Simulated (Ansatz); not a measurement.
**Response to strain in W**

Start from W in the bcc (W type) structure (space group Im-3m, No. 229; a = 3.154 Å; relaxed with 0.1 eV smearing).

Strains are applied to the cell and any free atomic positions relax.

Calculations: Ansatz (an electronic-structure program), PBEsol, PAW, cutoff 420 eV, scalar-relativistic without spin-orbit coupling.

Candidates:
(a) isotropic strain +0.50 %
(b) isotropic strain +3.00 %
(c) isotropic strain −1.00 %
(d) isotropic strain −2.00 %

Notes on the quantities. energy relative to the base: free energy F.

Q: Order them by energy relative to the base, highest first.

A: (b) isotropic strain +3.00 % (+117 meV/atom), (d) isotropic strain −2.00 % (+61 meV/atom), (c) isotropic strain −1.00 % (+15 meV/atom), (a) isotropic strain +0.50 % (+3.5 meV/atom)

Stability against distortions was not tested. All final runs are without spin polarisation.
